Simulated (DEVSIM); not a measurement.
System: abrupt GaP n-p junction, at 250 K.

Layer 1 from the left is GaP, thickness (μm) 5.70, Nd (cm⁻³) 2.9e16, τn (s) 1.1e-6, τp (s) 1.1e-6. Layer 2 from the left is GaP, thickness (μm) 84.0, Na (cm⁻³) 4.9e17, τn (s) 1.1e-6, τp (s) 1.1e-6.

Left contact: ohmic. Right contact: ohmic. Voltage is applied to the left contact. Recombination: SRH at mid-gap, radiative. Mobility is μmin + (μ − μmin)/(1 + (N/Nref)^α).

Constants are typed, rounded textbook-type inputs, not results; the design itself was drawn at random and stands for no fabricated device. Values at 300 K; Nc and Nv go as T^1.5, mobilities as T to minus their exponent, the gap by Varshni's rule with the affinity fixed.

GaP: gap (eV) 2.26, affinity (eV) 3.8, permittivity 11.1, Nc (cm⁻³) 1.8e19, Nv (cm⁻³) 1.9e19, μn (cm²/Vs) 250, μp (cm²/Vs) 150, μn,min 10, μp,min 10, Nref,n 4.4e18, Nref,p 1e18, αn 0.8, αp 0.85, T exponent of μn 1.6, T exponent of μp 1.98, B (cm³/s) 1e-13, Varshni α (eV/K) 0.00058, Varshni β (K) 372.

**Question.** Estimate by hand the built-in potential, the peak field at zero bias, the capacitance at 6 V, and compare with a numerical solution.

**Answer.** 
- Built-in potential: ni = √(Nc Nv) exp(−Eg/2kT) = 0.000149 cm⁻³ with Eg = 2.279 eV; Vbi = kT/q ln(Na Nd/ni²) = 2.074 V; numerical 2.074 V.
- Peak field at zero bias: depletion approximation: W = √(2εVbi/(qN)) = 0.305 μm with N = 2.74e16 cm⁻³; field = 2Vbi/W = 136000 V/cm; numerical 135000 V/cm (estimate above by 1.0 %).
- Capacitance at 6 V: C = √(qεN / 2(Vbi + |V|)) = 16.3 nF/cm²; numerical 16.4 nF/cm².

DEVSIM, 1D drift-diffusion, Boltzmann statistics, complete ionisation; no tunnelling, impact ionisation, image-force lowering or self-heating.
